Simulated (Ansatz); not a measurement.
Here is the system:

```
AlAs
1.0
    0.00000     2.81690     2.81690
    2.83733    -0.02043     2.83733
    2.83733     2.83733    -0.02043
As Al
1 1
Cartesian
  4.24980   4.22535   4.22535
  0.00620   0.00000   0.00000
```

No spin polarisation.

Calculations: PBEsol (Ansatz, an electronic-structure program; PAW; 420 eV plane waves; no SOC). Settings: 10×10×10 k-points, 0.05 eV Fermi–Dirac smearing.

Question: Predict the space group.

Answer: Imm2 (No. 44).

Question: What is the computed pressure (mean of the normal stresses, compression positive)?

Answer: 0.00 GPa.

The cells carry an imposed strain or load. Stability against distortions was not tested. The cell was made from AlAs in the zinc blende structure (space group F-43m, No. 216) by this change: tensor shear ε_yz = −0.72 %.
